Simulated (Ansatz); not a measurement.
**What uniaxial stress, 2 GPa compression along z does to Sn**

Base system: Sn (space group I4_1/amd, No. 141; a = 5.949 Å, c = 3.214 Å; relaxed with 0.1 eV smearing). Axes: x, y, z lie along a, b, c of the conventional cell.

One thing is altered: uniaxial stress, 2 GPa compression along z; all other stress components relax to zero.

Method: PBE, PAW, 420 eV (Ansatz, a first-principles code; no spin-orbit coupling). Settings: 20×20×20 k-points, 0.1 eV Fermi–Dirac smearing.

```csv
quantity,base,changed,shift
space group,I4_1/amd (No. 141),I4_1/amd (No. 141),–
shortest interatomic distance,3.081 Å,3.093 Å,+0.0115 Å
energy relative to the base (free energy F),0 meV/atom,+4.0 meV/atom,+4.0 meV/atom
band gap,zero,zero,–
"strain response (xx, yy, zz)",–,"(+0.57, +0.57, −2.38) %",–
secant Young's modulus along z,–,84 GPa,–
mean lateral Poisson ratio,–,0.24,–
```

Final structure:

```yaml
crystal:
  lattice:
    - [-2.99171, 2.99171, 1.56864]
    - [2.99171, -2.99171, 1.56864]
    - [2.99171, 2.99171, -1.56864]
  atoms:
    - { symbol: Sn, position: [0.75000, 0.25000, 0.50000] }
    - { symbol: Sn, position: [0.00000, 0.00000, 0.00000] }
```

Beyond what the load breaks, stability against distortions was not tested.
